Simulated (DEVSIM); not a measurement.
Structure: Schottky contact on n-type GaP, at 350 K.

Layer 1 from the left is GaP, thickness (μm) 0.680, Nd (cm⁻³) 4.1e16, τn (s) 1.5e-7, τp (s) 1.5e-7.

Left contact: Schottky, work function 5.35 eV, emission velocity 9e6 cm/s. Right contact: ohmic. Voltage is applied to the left contact. Recombination: SRH at mid-gap, Auger. Mobility is μmin + (μ − μmin)/(1 + (N/Nref)^α).

This is a model device: material constants are rounded textbook-type values typed into the input, and sizes, dopings and lifetimes were drawn at random. Values at 300 K; Nc and Nv go as T^1.5, mobilities as T to minus their exponent, the gap by Varshni's rule with the affinity fixed.

GaP: gap (eV) 2.26, affinity (eV) 3.8, permittivity 11.1, Nc (cm⁻³) 1.8e19, Nv (cm⁻³) 1.9e19, μn (cm²/Vs) 250, μp (cm²/Vs) 150, μn,min 10, μp,min 10, Nref,n 4.4e18, Nref,p 1e18, αn 0.8, αp 0.85, T exponent of μn 1.6, T exponent of μp 1.98, Cn (cm⁶/s) 1e-30, Cp (cm⁶/s) 1e-30, Varshni α (eV/K) 0.00058, Varshni β (K) 372.

Simulated with DEVSIM: 1D drift-diffusion, Boltzmann statistics, complete ionisation; no tunnelling, impact ionisation, image-force lowering or self-heating. Metal contacts follow the ideal Schottky-Mott rule: no Fermi-level pinning, no interface dipoles.

Dark forward current:

```csv
|V| (V),|J| (A/cm²)
0.15,1.728e-13
0.20,8.789e-13
0.25,4.520e-12
0.30,2.340e-11
0.35,1.215e-10
0.40,6.318e-10
0.45,3.285e-9
0.50,1.707e-8
0.55,8.865e-8
0.60,4.600e-7
0.65,2.384e-6
0.70,1.234e-5
0.75,6.378e-5
0.80,0.0003289
0.85,0.001692
0.90,0.008679
0.95,0.04432
1.00,0.2250
1.05,1.131
1.10,5.582
1.15,26.27
1.20,108.4
1.25,339.4
1.30,763.3
1.35,1339
1.40,2013
```

**Question.** Work out the local ideality factor n = ΔV / (kT/q · ln(J2/J1)) between the rows 0.15 and 0.20 V, 0.35 and 0.40 V, 1.35 and 1.40 V.

**Answer.** kT/q = 30.16 mV. From 0.15 to 0.20 V: ln(8.789e-13/1.728e-13) = 1.627, n = 1.02, near the 1 of diffusion or emission over a barrier. From 0.35 to 0.40 V: ln(6.318e-10/1.215e-10) = 1.649, n = 1.01, near the 1 of diffusion or emission over a barrier. From 1.35 to 1.40 V: ln(2013/1339) = 0.408, n = 4.07; the layers' resistance at their doping, Σ W/(qμN) = 5.4e-5 Ω cm², would take 37 mV of this step of 50 mV.

**Question.** Estimate the current at 0.60 V for emission alone, J0 = q v N_band exp(−φB/kT), and read the barrier back from the simulated current.

**Answer.** φB = 1.550 eV, N_band = 2.27e19 cm⁻³, J0 = 1.57e-15 A/cm²; J = J0 (exp(qV/kT) − 1) = 6.84e-7 A/cm². The simulation gives 4.60e-7 A/cm²; the estimate lies 49 % above. Read backwards, the simulated current gives an apparent barrier of 1.562 eV. The estimate leaves out transport through the depletion region and minority injection.
